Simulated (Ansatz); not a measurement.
We consider hcp Gd, described by PBE-D4 (Ansatz, a first-principles code, plane waves, PAW).

Numerical settings: plane-wave cutoff 520 eV, 18×18×10 k mesh (along the axes of the cell as run), Fermi–Dirac smearing 0.05 eV, spin-polarised with parallel moments, scalar-relativistic PAW data made under PBE.

The volume scan:

```tsv
V (Å³/atom)	E − E_lowest (meV/atom)	P (GPa)
31.041	5.99	1.522
31.688	1.47	0.733
32.334	0.00	0.002
32.981	1.38	-0.674
33.628	5.37	-1.298
```

Estimate the bulk modulus from the pressures at 31.688 and 32.981 Å³/atom, and compare it with a fit to all energies.

B = −V dP/dV. Between V = 31.688 and 32.981 Å³/atom, dP/dV = (-0.674 − (0.733))/(32.981 − 31.688) = -1.09 GPa per Å³/atom; at the midpoint 32.334 Å³/atom this gives B ≈ 35.2 GPa. The third-order Birch–Murnaghan fit gives V0 = 32.336 Å³/atom, B0 = 35.1 GPa, B′ = 2.9, which lies within 1 % of that estimate.

Shape and atoms are relaxed at each volume.

Measured, for comparison: bulk modulus 37.9 GPa (room temperature, not corrected to a static lattice; as tabulated in Wikipedia's data pages); equilibrium volume per atom 33.05 Å³/atom (room temperature, not corrected to a static lattice; as tabulated in Söderlind et al. (2014), doi:10.1088/0953-8984/26/41/416001). Computed (rounded) less measured: bulk modulus -7 %, equilibrium volume per atom -2.1 %.

Note: the 4f shell is treated without U or exact exchange, so its levels and filling can be wrong; the collinear magnetic order is the start's and need not be the measured one; the bulk modulus comes from volumes at which shape and atoms were relaxed.

Spin–orbit coupling is not included.

The computed numbers hold no vibrational or temperature effects.
